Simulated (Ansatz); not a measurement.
Fermi-surface data of Au (Fm-3m)

Input:

```
Au
1.0
    0.00000     2.07962     2.07962
    2.07962     0.00000     2.07962
    2.07962     2.07962     0.00000
Au
1
Cartesian
  0.00000   0.00000   0.00000
```

Level of theory: PBE, rigid bands (plane waves, PAW, scalar-relativistic; Ansatz, a program for electronic structure). Condition of this run: functional PBE, cell relaxed with it. Cell: cell and atoms relaxed with PBE.

```json
{
 "density of states at the Fermi level": "0.292 states/(eV·cell), both spins",
 "bare Sommerfeld coefficient": "0.69 mJ/(mol of atoms·K²)",
 "drude_plasma_energy": "8.7 eV",
 "root-mean-square Fermi velocity": "1.3e6 m/s",
 "resistivity times τ": "6.4 ×10⁻²² Ω·m·s",
 "resistivity_times_mean_free_path": "8.7 ×10⁻¹⁶ Ω·m²"
}
```

A metal at this level (no band gap); rigid bands, thermally averaged at 300 K, both spins. Spin-orbit coupling is left out, which matters with elements this heavy. τ is one relaxation time for all states; the product of resistivity and mean free path takes one path for all states instead.
